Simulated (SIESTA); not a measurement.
Worked example: relaxation of cell and atoms of CaCo₂Ge₂ (I4/mmm, 5 atoms in the cell) in SIESTA.

Level of theory: LDA PW92, numerical atomic orbitals DZP, PseudoDojo LDA standard norm-conserving potentials (rewritten from UPF to PSML) run with SIESTA.

```
Ca(CoGe)2
1.0
   -2.00458     2.00458     5.22806
    2.00458    -2.00458     5.22806
    2.00458     2.00458    -5.22806
Ca Co Ge
1 2 2
Cartesian
  0.00000   0.00000   0.00000
  2.00458   0.00000   2.61403
  0.00000   2.00458   2.61403
  0.00000   0.00000   3.83844
  0.00000   0.00000   6.61767
```

Reference input (self-consistent single point, DFT, LDA PW92, numerical atomic orbitals DZP, PseudoDojo LDA standard norm-conserving potentials (rewritten from UPF to PSML)): XC.functional = LDA; XC.authors = PW92; potentials = PseudoDojo LDA standard; PAO.BasisSize = DZP; PAO.EnergyShift = 0.01 Ry; MeshCutoff = 400 Ry; kgrid.MonkhorstPack = 7 7 7; OccupationFunction = FD; ElectronicTemperature = 50 meV; MaxSCFIterations = 150; SCF.Mixer.Method = Pulay; SCF.Mixer.Weight = 0.2. This run's input differs from it in these lines:

```diff
@@ -45,2 +45,7 @@
 Diag.ParallelOverK           true
+MD.TypeOfRun                 CG
+MD.Steps                     40
+MD.MaxForceTol               0.02 eV/Ang
+MD.VariableCell              true
+MD.MaxStressTol              0.05 GPa
 WriteForces                  true
```

The program printed (abridged):

```
        iscf     Eharris(eV)        E_KS(eV)     FreeEng(eV)     dDmax    Ef(eV) dHmax(eV)
   scf:    1   -14146.764545   -14200.743370   -14200.771208  1.404482 -3.035438 23.335732
   scf:    2   -14165.729632   -14210.682134   -14210.711159  0.790227 -5.382781 15.344755
   scf:    3   -14222.655591   -14221.978808   -14221.997188  0.303218 -4.404598  2.395174
   scf:    4   -14222.128634   -14222.181644   -14222.202456  0.095001 -4.531791  1.190455
   scf:    5   -14222.144560   -14222.240475   -14222.259936  0.046330 -4.403241  0.807535
   [... 4 lines left out ...]
   scf:   10   -14222.265851   -14222.265852   -14222.286569  0.000059 -4.437951  0.001154
   scf:   11   -14222.265839   -14222.265846   -14222.286568  0.000139 -4.438369  0.004346
   scf:   12   -14222.265865   -14222.265856   -14222.286569  0.000105 -4.438073  0.000179
   scf:   13   -14222.265856   -14222.265856   -14222.286569  0.000004 -4.438086  0.000018
SCF Convergence by DM+H criterion
max |DM_out - DM_in|         :     0.0000037287
max |H_out - H_in|      (eV) :     0.0000176118
SCF cycle converged after 13 iterations

Using DM_out to compute the final energy and forces

siesta: E_KS(eV) =           -14222.2659

siesta: E_KS - E_eggbox =    -14222.2659

siesta: Atomic forces (eV/Ang):
     1    0.000000    0.000000    0.000000
     2    0.002044   -0.002044   -0.000000
     3   -0.002044    0.002044   -0.000000
     4   -0.000404   -0.000404   -0.810137
     5    0.000404    0.000404    0.810137
   Tot    0.000000    0.000000   -0.000000
   Max    0.810137
   Res    0.295822    sqrt( Sum f_i^2 / 3N )
   Max    0.810137    constrained

Stress tensor Voigt[x,y,z,yz,xz,xy] (kbar):       55.89       55.89       53.58        0.06        0.06       -0.15
   [... lines left out ...]
siesta: Pressure (static):        -55.11979472  kBar
siesta: Pressure (total):        -55.11979472  kBar
No target stress found, assuming hydrostatic MD.TargetPressure.
Target stress (kBar)
outcell: Cell volume (Ang**3)        :     81.0402
        iscf     Eharris(eV)        E_KS(eV)     FreeEng(eV)     dDmax    Ef(eV) dHmax(eV)
siesta: Pressure (static):          0.17191612  kBar
siesta: Pressure (total):          0.17191612  kBar
outcell: Cell volume (Ang**3)        :     81.0402
siesta: FreeEng =    -14222.371376
   [... lines left out ...]
siesta:    -0.000034    0.000129    0.000043
siesta:     0.000129   -0.000034    0.000043
siesta:     0.000043    0.000043   -0.000254

siesta: Cell volume =         81.040186 Ang**3

siesta: Pressure (static):
siesta:                Solid            Molecule  Units
siesta:           0.00000117          0.00000125  Ry/Bohr**3
siesta:           0.00010730          0.00011481  eV/Ang**3
siesta:           0.17191612          0.18394058  kBar
```

The run converged. 

Summary of the result:
Free energy E − TS: -14222.3714 eV
Fermi level (on the code's own zero): -4.46 eV
Pressure: 0.02 GPa
Largest force (vector length): 0.008 eV/Å
Final cell: a = b = 5.8568 Å, c = 5.8581 Å, α = β = 140.38°, γ = 57.27°
Final volume per atom: 16.21 Å³
Relaxation steps: 17

The starting cell comes from a database of computed structures (which also holds hypothetical and non-ambient phases and stackings), without a prior relaxation at this level. Its lattice was rescaled by a random factor within 2.5 % of one. Spin polarisation is off. Values carry the incompleteness of an atom-centred basis.

Cost on one core of a shared machine: roughly 8 min.
